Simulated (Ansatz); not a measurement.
Ansatz (a quantum-chemistry and plane-wave program) run on Li₂HfO₃ (Cm, 6 atoms in the cell): self-consistent single point.

Level of theory: PBEsol, default PAW files made with PBE (plane waves; Ansatz).

The change in words: lattice scaled by 0.98; basis.ecutrho_ratio: default → 4. Reference geometry:
```
Li2HfO3
1.0
    4.80618    -2.09009     0.00000
    4.80618     2.09009     0.00000
   -0.06897     0.00000     3.19758
Li Hf O
2 1 3
Direct
  0.65680   0.65680   0.52283
  0.34331   0.34331   0.49281
  0.00000   0.00000   0.00000
  0.85976   0.85976   0.49067
  0.14024   0.14024   0.50933
  0.50000   0.50000   0.00000
```

Reference input (self-consistent single point, DFT, PBEsol, plane waves, default PAW files made with PBE): basis.ecutwfc = 420 eV; kpoints.mp_grid.grid = 6 6 7; hamiltonian.xc = pbesol; hamiltonian.pseudopotentials = {kind: paw} (the program's default PAW files); scf.occupations.method = fermi_dirac; scf.occupations.width = 0.02 eV. This run's input differs from it in these lines:

Ansatz 0.2 input:
```diff
@@ -3,5 +3,5 @@
   lattice:
-    - [4.806183, -2.090086, 0.000000]
-    - [4.806183, 2.090086, 0.000000]
-    - [-0.068967, 0.000000, 3.197582]
+    - [4.710059, -2.048284, 0.000000]
+    - [4.710059, 2.048284, 0.000000]
+    - [-0.067588, 0.000000, 3.133630]
   atoms:
@@ -15,2 +15,3 @@
   ecutwfc: 420.0 eV
+  ecutrho_ratio: 4
 kpoints:
```

Output (repeated stretches shortened):

```
SCF iter   1: F=—  HF=-17695.788024 eV  |F-HF|=—  |Δ(HF+E_count)|=         —  Δρ=1.69e-2  dr2=1.50e-1  ethr=1.77e-3  ⟨swp⟩=6.3  Hψ=8729  notcnv=0
all-band conjugate gradients solve this SCF's bands
preconditioner: auto → Resta (q_TF=auto, 2.643 Å⁻¹)
SCF iter   2: F=—  HF=-17695.749321 eV  |F-HF|=—  |Δ(HF+E_count)|=   3.87e-2  Δρ=3.13e-3  dr2=2.42e-3  ethr=3.00e-4  ⟨swp⟩=2.0  Hψ=4020  notcnv=0  defer=133
   [... lines left out ...]
SCF iter   5: F=—  HF=-17695.748678 eV  |F-HF|=—  |Δ(HF+E_count)|=   4.04e-5  Δρ=1.52e-4  dr2=1.44e-5  ethr=2.39e-7  ⟨swp⟩=3.0  Hψ=5026  notcnv=0  defer=133
SCF iter   6: F=—  HF=-17695.748746 eV  |F-HF|=—  |Δ(HF+E_count)|=   6.80e-5  Δρ=4.27e-5  dr2=1.17e-6  ethr=2.88e-8  ⟨swp⟩=2.0  Hψ=2890  notcnv=0  defer=133
SCF iter   7: F=—  HF=-17695.748746 eV  |F-HF|=—  |Δ(HF+E_count)|=   5.87e-7  Δρ=3.44e-5  dr2=6.13e-7  ethr=2.34e-9  ⟨swp⟩=2.0  Hψ=3683  notcnv=0  defer=133
SCF iter   8: F=-17695.748746 eV  HF=-17695.748746 eV  |F-HF|=2.23e-9  |Δ(HF+E_count)|=   2.78e-8  Δρ=6.24e-6  dr2=2.77e-8  ethr=2.00e-10  ⟨swp⟩=7.4  Hψ=11120  notcnv=0
SCF 1 converged in 8 iterations: F = -17695.748746 eV  dr2 = 2.77e-8
Free energy (F): -17695.748746 eV
Internal energy: -17695.748746 eV  (E = F + TS)
E sigma→0 (E₀):  -17695.748746 eV
Fermi energy:    10.989330 eV
--- Forces (eV/Å), atoms counted from 1 ---
  atom   1  Li     0.01769151     0.00000000    -0.09245296
  atom   2  Li    -0.01031768     0.00000000    -0.01345983
  atom   3  Hf     0.00026909     0.00000000     0.04233157
  atom   4  O     -0.83656540     0.00000000    -0.00826032
  atom   5  O      0.83177259     0.00000000     0.07147241
  atom   6  O     -0.00285102     0.00000000     0.00037275
--- Stress (GPa, compression-positive) ---
        7.064693      -0.000000      -0.143578
       -0.000000       9.191080      -0.000000
       -0.143576      -0.000000       9.717910
  P = ⅓ Tr σ = 8.6579 GPa (86.579 kbar)
  The stress holds the Pulay correction. Without it, at fixed plane waves, as pw.x and ABINIT print it: P = 7.9880 GPa
```

The run converged in 8 iterations. Against the reference run the free energy rises by 11.7 meV/atom, the pressure goes from -2.15 to 8.66 GPa, the largest force goes from 0.096 to 0.837 eV/Å and the gap on the mesh goes from 4.149 to 4.302 eV.

The starting cell comes from a database of computed structures (which also holds hypothetical and non-ambient phases and stackings), without a prior relaxation at this level. Its lattice was rescaled by up to half a per cent. One atom was moved a little off its site on purpose. For this run, on top of that: lattice scaled by 0.98. Spin-orbit coupling is off. Ansatz's pressure includes its estimate of the finite-basis (Pulay) stress. Without the estimate this run gives 7.99 GPa.
